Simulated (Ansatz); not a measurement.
Partial pair distribution functions of a relaxed model of amorphous Si₃₀N₄₂Be₃, broadened by 0.06 Å; density 2.94 g/cm³. Level of theory: PBE, scalar-relativistic without spin-orbit coupling (plane waves to 420 eV, PAW; Ansatz, a quantum-chemistry and plane-wave program).

Preparation: random packing, a CHGNet melt and quench, and a DFT relaxation. N atoms were pushed apart under 1.9 Å during the dynamics, to hinder bonds among them. The hot cell started wider than the set density and was brought back towards it in steps. It is the lowest in DFT energy of 2 quenches. It is a model cell: composition and starting density were chosen by hand, and all elements were melted together. No dispersion term was used. Its density started from a set value of 2.94 and ended at 2.94 g/cm³. The simulated quench (nominally 450 K/ps over its main leg) is rapid and tends to freeze in more defects than a deposited or slowly cooled glass has. A cell of this size samples the disorder only roughly. The volume was held where the preparation left it and the shape relaxed, at a PBE pressure of -0.6 GPa (tension). Stress components on the final sampling reach 0.6 GPa.

| r (Å) | g Si-N | g N-Be | g Si-Si | g N-N |
|---|---|---|---|---|
| 1.35 | 0.00 | 0.01 | 0.00 | 0.00 |
| 1.45 | 0.00 | 0.91 | 0.00 | 0.00 |
| 1.55 | 0.22 | 5.82 | 0.00 | 0.00 |
| 1.65 | 4.08 | 4.58 | 0.00 | 0.00 |
| 1.75 | 9.85 | 4.14 | 0.00 | 0.00 |
| 1.85 | 4.86 | 1.58 | 0.00 | 0.00 |
| 1.95 | 1.06 | 0.08 | 0.00 | 0.00 |
| 2.05 | 0.10 | 0.00 | 0.00 | 0.00 |
| 2.15 | 0.00 | 0.00 | 0.00 | 0.00 |
| 2.25 | 0.00 | 0.00 | 0.00 | 0.01 |
| 2.35 | 0.00 | 0.00 | 0.03 | 0.14 |
| 2.45 | 0.02 | 0.00 | 0.33 | 0.59 |
| 2.55 | 0.16 | 0.00 | 0.60 | 1.05 |
| 2.65 | 0.13 | 0.10 | 1.12 | 1.83 |
| 2.75 | 0.08 | 0.53 | 1.73 | 3.33 |
| 2.85 | 0.20 | 0.55 | 2.15 | 3.69 |
| 2.95 | 0.26 | 0.37 | 3.11 | 2.86 |
| 3.05 | 0.51 | 0.90 | 3.57 | 2.11 |
| 3.15 | 0.82 | 2.02 | 2.21 | 1.20 |
| 3.25 | 1.11 | 2.06 | 1.58 | 0.67 |
| 3.35 | 1.28 | 1.58 | 0.99 | 0.63 |
| 3.45 | 1.33 | 0.90 | 0.51 | 0.78 |
| 3.55 | 1.38 | 0.98 | 0.34 | 0.68 |
| 3.65 | 1.22 | 1.74 | 0.35 | 0.42 |
| 3.75 | 1.14 | 1.56 | 0.38 | 0.56 |
| 3.85 | 1.27 | 0.75 | 0.41 | 0.46 |
| 3.95 | 1.25 | 0.96 | 0.60 | 0.53 |
| 4.05 | 1.37 | 1.99 | 0.69 | 0.59 |
| 4.15 | 1.38 | 1.15 | 0.76 | 0.64 |
| 4.25 | 1.54 | 0.48 | 0.53 | 0.55 |
| 4.35 | 1.57 | 0.44 | 0.77 | 0.60 |
| 4.45 | 1.36 | 1.27 | 0.92 | 0.57 |
| 4.55 | 1.07 | 1.70 | 0.85 | 0.72 |
| 4.65 | 0.83 | 0.93 | 0.86 | 0.99 |

Within 2.12 Å each Si has 4.03 N neighbours on average.
